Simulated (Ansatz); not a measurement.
The reference is PbSe in the rock salt structure (space group Fm-3m, No. 225; a = 6.178 Å). Axes: x, y, z lie along the cube axes.

Computed with plane-wave PAW DFT at the r2SCAN level (Ansatz, a program for electronic structure, 500 eV), no SOC.

A first run, uniaxial strain ε_xx = −1.19 %, gives secant values C11 ≈ 140 GPa and C12 ≈ 13 GPa from its stress. A second run applies biaxial strain +1.26 %, plane normal [001], relaxed out of plane.

Q: What does linear elasticity predict for −ε⊥/ε∥ in the second run, and what does the run give?

A: Linear elasticity: 2 C12/C11 = 0.19. The run gives 0.21; any difference comes from nonlinear terms at these strains and numerical noise.

No phonon test of stability was made.
